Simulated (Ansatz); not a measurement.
```yaml
crystal:
  lattice:
    - [0.00000, 2.78385, 3.07730]
    - [2.78385, 0.00000, 3.07730]
    - [2.78385, 2.78385, 0.00000]
  atoms:
    - { symbol: Ge, position: [0.00000, 0.00000, 0.00000] }
    - { symbol: Ge, position: [0.25000, 0.25000, 0.25000] }
```

These are r2SCAN with spin-orbit coupling, rigid bands (plane waves, PAW; Ansatz, a quantum-chemistry and plane-wave program) values and carry that method's errors. Condition of this run: uniaxial stress along [001] of -7 GPa (compression positive) (the target of the relaxation). Cell: cell and atoms relaxed with PBEsol, then loaded as said.

Problem. Is this a good metal at this level?

Solution. No. No gap is resolved, and few carriers conduct, as in a semimetal or a zero-gap semiconductor. N(E_F) = 0.072 states/eV a cell at 300 K and the Drude plasma energy along the best axis is 0.99 eV, several times under that of a simple or noble metal.
